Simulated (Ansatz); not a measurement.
## Cost against accuracy: basis.ecutwfc for FeNi₃ (Pm-3m, 4 atoms in the cell)

```
FeNi3
1.0
    3.53429     0.00000     0.00000
    0.00000     3.53429     0.00000
    0.00000     0.00000     3.53429
Fe Ni
1 3
Direct
  0.00000   0.00000   0.00000
  0.00000   0.50000   0.50000
  0.50000   0.00000   0.50000
  0.50000   0.50000   0.00000
```
Moments meant for the start (each program seeds them in its own way; μB, in the order of the atoms Fe Ni Ni Ni): 4.0 2.0 2.0 2.0.

Method of the run: PBE, harder PAW files (source: ansatz) (plane waves; Ansatz, an electronic-structure program).

Base settings: basis.ecutwfc = 920 eV; kpoints.mp_grid.grid = 12 12 12; hamiltonian.xc = pbe; hamiltonian.pseudopotentials = {kind: paw, source: ansatz}; magnetization.spin_polarized = true; scf.occupations.method = cold; scf.occupations.width = 0.2 eV.

Misses are taken against the tightest run, 1840 eV, which need not be fully converged itself. The energy is the free energy per atom.

The count of work is k-points × plane waves × bands × iterations; it is no time, and leaves out set-up, grids and terms that scale otherwise. Core times come from one kind of shared machine and are given to one figure; runs under 30 s give none.

Ansatz's pressure holds its estimate of the finite-basis (Pulay) stress, which hides part of the cutoff error; the uncorrected pressure shows it.

The starting cell comes from a database of computed structures (which also holds hypothetical and non-ambient phases and stackings), without a prior relaxation at this level. Its lattice was rescaled by a random factor within 2.5 % of one. The magnetic order is the one reached from the typed start; others were not searched systematically. Ansatz's pressure includes its estimate of the finite-basis (Pulay) stress.

| basis.ecutwfc | energy less reference (meV/atom) | pressure less reference (GPa) | uncorrected pressure less reference (GPa) | count of work / reference | core time / reference (rough) |
|---|---|---|---|---|---|
| 370 eV | 18018.17 | -18.00 | -1179.48 | 0.11 | – |
| 460 eV | 3472.45 | 9.36 | -285.26 | 0.13 | – |
| 550 eV | 626.23 | -1.66 | -65.99 | 0.17 | 0.2 |
| 645 eV | 86.94 | 0.01 | -12.26 | 0.21 | 0.2 |
| 735 eV | 8.92 | 0.03 | -1.72 | 0.25 | 0.3 |
| 830 eV | 0.71 | 0.00 | -0.11 | 0.30 | 0.3 |
| 920 eV | 0.33 | 0.00 | 0.00 | 0.36 | 0.4 |
| 1060 eV | 0.23 | 0.00 | -0.01 | 0.44 | 0.5 |
| 1195 eV | 0.16 | 0.00 | 0.00 | 0.53 | 0.5 |
| 1380 eV | 0.10 | 0.00 | 0.00 | 0.65 | 0.7 |
| 1610 eV | 0.04 | 0.00 | 0.00 | 0.82 | 0.8 |
| 1840 eV | 0.00 | 0.00 | 0.00 | 1.0 | 1 |

Coarsest setting among those run that, with all tighter ones, holds the energy within 20 meV/atom of the reference: 735 eV, off by 8.9 meV/atom; it needs 0.25 of the reference's count of work and about 0.3 of the reference's time.

Coarsest setting among those run that, with all tighter ones, holds the energy within 0.5 meV/atom of the reference: 920 eV, off by 0.33 meV/atom; it needs 0.36 of the reference's count of work and about 0.4 of the reference's time.

The step from 645 eV to 1610 eV: it takes the miss in the energy from 87 to 0.04 meV/atom, for 3.9 times the count of work and roughly 3 times the time.

Keys are those of Ansatz 0.2.
